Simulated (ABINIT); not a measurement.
ABINIT run on SrIn₂Rh (Cmcm, 8 atoms in the cell): self-consistent single point.

Method of the run: PBEsol, PAW (JTH v2.0 PBE PAW, files made for PBE) (plane waves; ABINIT 10.0.3).

The change in words: lattice scaled by 0.985. Reference geometry:
```xyz
8
Lattice="2.1912 -5.4718 0.0000 2.1912 5.4718 0.0000 0.0000 0.0000 8.0609" Properties=species:S:1:pos:R:3 pbc="T T T"
Sr     2.1912    -4.8235     6.0456
Sr     2.1912     4.8235     2.0152
In     2.1912    -1.7211     7.6272
In     2.1912     1.7211     0.4337
In     2.1912     1.7211     3.5968
In     2.1912    -1.7211     4.4641
Rh     2.1912     3.1003     6.0456
Rh     2.1912    -3.1003     2.0152
```

Reference input (self-consistent single point, DFT, PBEsol, plane waves, PAW (JTH v2.0 PBE PAW, files made for PBE)): pseudos = [Sr.GGA_PBE-JTH.xml, In.GGA_PBE-JTH.xml, Rh.GGA_PBE-JTH.xml]; ecut = 21 Ha; pawecutdg = 42 Ha; pawxcdev = 0; ixc = -116133; occopt = 3; tsmear = 0.00183747 Ha; ngkpt = 5 5 3; nshiftk = 1; shiftk = 0.5 0.5 0.5; potentials = JTH v2.0 PBE PAW; nband = 66. This run's input differs from it in these lines:

```diff
@@ -3,6 +3,6 @@
 pseudos "Sr.GGA_PBE-JTH.xml, In.GGA_PBE-JTH.xml, Rh.GGA_PBE-JTH.xml"
-acell 5.8942072593 5.8942072593 8.0608600000 Angstrom
+acell 5.8057947308 5.8057947308 7.9399470000 Angstrom
 rprim
-         0.3717590685   -0.9283292493    0.0000000000
-         0.3717590685    0.9283292493    0.0000000000
+         0.3717590959   -0.9283292383    0.0000000000
+         0.3717590959    0.9283292383    0.0000000000
          0.0000000000    0.0000000000    1.0000000000
@@ -13,10 +13,10 @@
 xcart
-         2.1912250000   -4.8234702828    6.0456450000
-         2.1912250000    4.8234702828    2.0152150000
-         2.1912250000   -1.7210889631    7.6271857320
-         2.1912250000    1.7210889631    0.4336742680
-         2.1912250000    1.7210889631    3.5967557320
-         2.1912250000   -1.7210889631    4.4641042680
-         2.1912250000    3.1003020490    6.0456450000
-         2.1912250000   -3.1003020490    2.0152150000
+         2.1583570000   -4.7511186473    5.9549602500
+         2.1583570000    4.7511186473    1.9849867500
+         2.1583570000   -1.6952727781    7.5127778514
+         2.1583570000    1.6952727781    0.4271691486
+         2.1583570000    1.6952727781    3.5428043514
+         2.1583570000   -1.6952727781    4.3971426486
+         2.1583570000    3.0537977874    5.9549602500
+         2.1583570000   -3.0537977874    1.9849867500
       Angstrom
```

The program printed (abridged):

```
--- !BeginCycle
solver: {iscf: 17, nstep: 60, nline: 4, wfoptalg: 10, }
tolerances: {toldfe: 1.00E-09, }
...

     iter   Etot(hartree)      deltaE(h)  residm     nres2
 ETOT  1  -510.77298853784    -5.108E+02 7.233E+00 1.049E+02
 ETOT  2  -517.75714409900    -6.984E+00 6.263E-02 2.350E+02
 ETOT  3  -517.22296869755     5.342E-01 4.511E-02 2.097E+01
 ETOT  4  -517.20330362411     1.967E-02 1.097E-02 7.216E+00
 ETOT  5  -517.18277507638     2.053E-02 9.740E-03 1.008E+00
   [... 5 lines left out ...]
 ETOT 11  -517.17878083434     4.699E-08 1.855E-03 1.525E-06
 ETOT 12  -517.17878083557    -1.237E-09 1.830E-03 7.991E-08
 ETOT 13  -517.17878083551     6.378E-11 1.397E-03 2.170E-08
 ETOT 14  -517.17878083550     1.046E-11 1.378E-03 2.724E-09
 At SCF step   14, etot is converged :
  for the second time, diff in etot=  1.046E-11 < toldfe=  1.000E-09

 Cartesian components of stress tensor (hartree/bohr^3)
  sigma(1 1)= -3.29465995E-05  sigma(3 2)=  0.00000000E+00
  sigma(2 2)= -3.19568272E-05  sigma(3 1)=  0.00000000E+00
  sigma(3 3)= -3.30982601E-05  sigma(2 1)=  0.00000000E+00

 ----iterations are completed or convergence reached----

 reduced coordinates (array xred) for    8 atoms
       0.940759999964      0.059239999988      0.750000000000
       0.059239999988      0.940759999964      0.250000000000
       0.657269999975      0.342729999977      0.946200000000
       0.342729999977      0.657269999975      0.053800000000
       0.342729999977      0.657269999975      0.446200000000
       0.657269999975      0.342729999977      0.553800000000
   [... lines left out ...]
 Fermi (or HOMO) energy (hartree) =   0.28393   Average Vxc (hartree)=  -0.39612
 Fermi (or HOMO) energy (eV) =   7.72608   Average Vxc (eV)= -10.77910
   [... lines left out ...]
'-kT*entropy'       : -6.17273231433554E-04
total_energy        : -5.17178756144005E+02
total_energy_eV     : -1.40731496576719E+04
...

-Cartesian components of stress tensor (GPa)         [Pressure=  9.6110E-01 GPa]
- sigma(1 1)= -9.69322261E-01  sigma(3 2)=  0.00000000E+00
- sigma(2 2)= -9.40202157E-01  sigma(3 1)=  0.00000000E+00
- sigma(3 3)= -9.73784269E-01  sigma(2 1)=  0.00000000E+00

 Calculation completed.
```

The run converged in 14 iterations. Against the reference run the free energy falls by 3.6 meV/atom, the pressure goes from -2.32 to 0.96 GPa and the largest force goes from 0.085 to 0.221 eV/Å.

The starting cell comes from a database of computed structures (which also holds hypothetical and non-ambient phases and stackings), without a prior relaxation at this level. For this run, on top of that: lattice scaled by 0.985. Spin polarisation is off. The potentials were made for another functional than the one used.

Cost on one core of a shared machine: roughly 10 min.
